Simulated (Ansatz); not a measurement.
SnS₂ (Fd-3m, No. 227, 12 atoms in the cell; start mp-1095397; a measured phase of this formula has another space group) was calculated with LDA in Ansatz (PAW).

Numerical settings: plane-wave cutoff 520 eV, 6×6×6 k mesh, Fermi–Dirac smearing 0.01 eV, scalar-relativistic PAW data made under PBE.

Cell (relaxed at this level):

SnS2 is modelled in the cubic space group Fd-3m, origin choice 1 (No. 227), Pearson symbol cF48. Lattice parameters: a = b = c = 10.2424 Å, α = β = γ = 90.00°. Sn on 16d is surrounded by 6 S at 2.555 Å (octahedral). S on 32e is surrounded by 3 Sn at 2.555 Å (trigonal pyramidal). (Neighbours: up to the widest gap in distance over summed covalent radii, below 1.35, at either atom; cation-cation and far metal-metal contacts left out.)
(The calculation used a cell of 12 atoms; values per cell refer to that cell.)

**Question.** What does this level give for the band gap and smallest direct gap on the k points sampled?

**Answer.** 
- band gap = 0.90 eV
- smallest direct gap on the k points sampled = 1.03 eV

Spin–orbit coupling is not included.

The computed numbers hold no vibrational or temperature effects.

It cost roughly 21 core-seconds of CPU time.

A start named mp-… is a Materials Project structure, which need not be a measured phase.

Ansatz is a quantum-chemistry and plane-wave program.
